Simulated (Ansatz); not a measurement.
Take Ta in the bcc (W type) structure (space group Im-3m, No. 229; a = 3.306 Å; relaxed with 0.1 eV smearing) as the base. Axes: x, y, z lie along the cube axes.

Computed with r2SCAN in Ansatz (plane waves to 500 eV, PAW, no spin-orbit coupling).

Strains are applied to the cell and any free atomic positions relax; under biaxial strain the out-of-plane vector relaxes too.

One change was made to it. Results:

The energy grows by 0.6 meV/atom; the pressure (mean of the normal stresses, compression positive) goes from zero to 0.9 GPa; the shortest interatomic distance shrinks by 0.009 Å to 2.854 Å.

Question: Which of these changes matches the shifts?
A. biaxial strain −1.25 %, plane normal [111], relaxed out of plane
B. biaxial strain −2.08 %, plane normal [111], relaxed out of plane
C. biaxial strain −1.67 %, plane normal [111], relaxed out of plane
D. biaxial strain −0.42 %, plane normal [111], relaxed out of plane
E. biaxial strain −0.83 %, plane normal [111], relaxed out of plane

Answer: D, biaxial strain −0.42 %, plane normal [111], relaxed out of plane. For comparison, the energy relative to the base in the other runs: biaxial strain −1.67 %, plane normal [111], relaxed out of plane gives +9.9 meV/atom; biaxial strain −2.08 %, plane normal [111], relaxed out of plane gives +15 meV/atom; biaxial strain −1.25 %, plane normal [111], relaxed out of plane gives +5.5 meV/atom; biaxial strain −0.83 %, plane normal [111], relaxed out of plane gives +2.4 meV/atom.

Whether these cells are dynamically stable was not tested. All final runs are without spin polarisation.

Ansatz is a program for electronic structure.
